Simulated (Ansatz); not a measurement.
# PbSe in the rock salt structure (space group Fm-3m, No. 225)

Space group Fm-3m (No. 225); a = b = c = 6.102 Å, α = β = γ = 90.00°

```tsv
atom	site	symmetry	x	y	z
Pb	4a	m-3m	0.0000	0.0000	0.0000
Se	4b	m-3m	0.5000	0.5000	0.5000
```
(The calculation used a cell of 2 atoms; values per cell refer to that cell.)

All numbers come from Ansatz (a program for electronic structure) PBEsol, no spin-orbit coupling. Settings: 9×9×9 k-points, 0.05 eV Fermi–Dirac smearing.

| Property | Result |
|---|---|
| Volume per atom | 28.39 Å³ |
| Density | 8.37 g/cm³ |
| Band gap | 0.17 eV, direct at L |
| Electron mass | 0.066 mₑ along k, 0.12 mₑ across |
| Hole mass | 0.072 mₑ along k, 0.094 mₑ across |
| Lowest conduction-band minima above the VBM | L along ⟨111⟩ 0.17 eV; a point along ⟨110⟩, about 0.6 Å⁻¹ from Γ 1.03 eV |
| Total energy | -8590.108 eV/atom (σ→0; compares only within this code and set-up) |

With Pb present, leaving out spin-orbit coupling can change the band edges. Masses are band curvatures over ±0.01 Å⁻¹ around the edge. Along k means along the line from Γ to the band edge. No phonon test of stability was made. The zero or small gap of PbSe can change with the level of theory.
